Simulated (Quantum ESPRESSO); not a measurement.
Input and output of a self-consistent single point for La2AlGe3 (Imm2, 6 atoms in the cell) (Quantum ESPRESSO).

Method of the run: LDA (PZ), GBRV 1.5 ultrasoft (LDA) pseudopotentials (plane waves; Quantum ESPRESSO).

```
CELL_PARAMETERS angstrom
      2.16356     2.22805     7.48735
     -2.16356     2.22805     7.48735
     -2.16356    -2.22805     7.48735
ATOMIC_POSITIONS crystal
  La 0.37841 0.00000 0.37841
  La 0.62190 0.50000 0.12190
  Al 0.20812 0.50000 0.70812
  Ge 0.95914 0.00000 0.95914
  Ge 0.79047 0.00000 0.79047
  Ge 0.04196 0.50000 0.54196
```

Reference input (self-consistent single point, DFT, LDA (PZ), plane waves, GBRV 1.5 ultrasoft (LDA) pseudopotentials): ecutwfc = 50 Ry; ecutrho = 250 Ry; occupations = smearing; smearing = marzari-vanderbilt; degauss = 0.0073499 Ry; potentials = {La: la_lda_v1.uspp.F.UPF, Al: al_lda_v1.uspp.F.UPF, Ge: ge_lda_v1.4.uspp.F.UPF}; K_POINTS = automatic 5 5 5 0 0 0; conv_thr = 1e-09 Ry; mixing_beta = 0.7. This run's input differs from it in these lines:

```diff
@@ -37,3 +37,3 @@
 K_POINTS {automatic}
-5 5 5  0 0 0
+6 6 6  0 0 0
```

Log, with long lists cut:

```
     Self-consistent Calculation

     iteration #  1     ecut=    50.00 Ry     beta= 0.70

     Threshold (ethr) on eigenvalues was too large:
     Diagonalizing with lowered threshold

     negative rho (up, down):  1.366E-01 0.000E+00

     total energy              =    -850.62688412 Ry
     estimated scf accuracy    <       0.04891096 Ry

     iteration #  2     ecut=    50.00 Ry     beta= 0.70
     c_bands:  1 eigenvalues not converged
     c_bands:  1 eigenvalues not converged
     c_bands:  4 eigenvalues not converged
     c_bands:  1 eigenvalues not converged
     c_bands:  1 eigenvalues not converged

   [... lines left out ...]
     c_bands:  1 eigenvalues not converged
     c_bands:  1 eigenvalues not converged

     negative rho (up, down):  1.249E-01 0.000E+00

     total energy              =    -850.63030099 Ry
     estimated scf accuracy    <       0.06293327 Ry

   [... 7 blocks of this kind left out ...]

     iteration # 11     ecut=    50.00 Ry     beta= 0.70

     negative rho (up, down):  1.249E-01 0.000E+00

     total energy              =    -850.63758879 Ry
     estimated scf accuracy    <          3.8E-09 Ry

     iteration # 12     ecut=    50.00 Ry     beta= 0.70

     negative rho (up, down):  1.249E-01 0.000E+00
     End of self-consistent calculation

     the Fermi energy is    10.6393 ev

!    total energy              =    -850.63758879 Ry
     estimated scf accuracy    <          1.6E-10 Ry
     smearing contrib. (-TS)   =      -0.00015014 Ry
     internal energy E=F+TS    =    -850.63743864 Ry

     convergence has been achieved in  12 iterations

     negative rho (up, down):  1.249E-01 0.000E+00

     Forces acting on atoms (cartesian axes, Ry/au):

     atom    1 type  1   force =     0.00000000    0.00000000    0.00182097
     atom    2 type  1   force =    -0.00000000    0.00000000   -0.00244815
     atom    3 type  2   force =     0.00000000    0.00000000   -0.00005173
     atom    4 type  3   force =     0.00000000    0.00000000   -0.00191108
     atom    5 type  3   force =     0.00000000   -0.00000000    0.00094166
   [... lines left out ...]
     Total force =     0.004070     Total SCF correction =     0.000056
   [... lines left out ...]

     negative rho (up, down):  1.249E-01 0.000E+00
          total   stress  (Ry/bohr**3)                   (kbar)     P=      -46.08
  -0.00030381   0.00000000   0.00000000          -44.69        0.00        0.00
   0.00000000  -0.00029418  -0.00000000            0.00      -43.28       -0.00
  -0.00000000   0.00000000  -0.00034171           -0.00        0.00      -50.27

   JOB DONE.
```

The run converged in 12 iterations. Against the reference run the free energy goes down by 1.4 meV/atom, the pressure stays near -4.61 GPa while the yy stress (positive for compression) goes from -4.93 to -4.33 GPa and the largest force goes from 0.121 to 0.063 eV/Å. The full log also holds: “c_bands:  5 eigenvalues not converged”.

The starting cell comes from a database of computed structures (which also holds hypothetical and non-ambient phases and stackings), without a prior relaxation at this level. With a pressure of about -5 GPa the cell is away from its equilibrium volume at this level.

Cost on one core of a shared machine: roughly 7 min.
